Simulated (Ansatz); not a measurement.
HgCdSe₂ (R3m, No. 160, 4 atoms in the cell; start mp-1226733), treated with HSE06 (PAW; Ansatz, a quantum-chemistry and plane-wave program).

Numerical settings: plane-wave cutoff 460 eV, 8×8×8 k mesh, Fermi–Dirac smearing 0.01 eV, scalar-relativistic PAW data made under PBE.

Cell (relaxed with PBEsol):

```xyz
4
Lattice="2.1614 1.2479 7.0390 -2.1614 1.2479 7.0390 0.0000 -2.4958 7.0390" Properties=species:S:1:pos:R:3 pbc="T T T"
Cd     0.0000     0.0000    10.5689
Hg     0.0000     0.0000    21.1141
Se     0.0000     0.0000    18.4593
Se     0.0000     0.0000     7.9295
```

Q: Give the computed band gap.

A: 
* **band gap**: 0.54 eV (on the SCF k mesh)

Note: cell and atoms aren't relaxed at this level (largest force component 0.03 eV/Å, pressure 1.4 GPa).

Spin–orbit coupling is not included; with these elements it can move the gap by several tenths of an eV or more.

Static lattice: no zero-point or thermal effects.

A start named mp-… is a Materials Project structure, which need not be a measured phase.
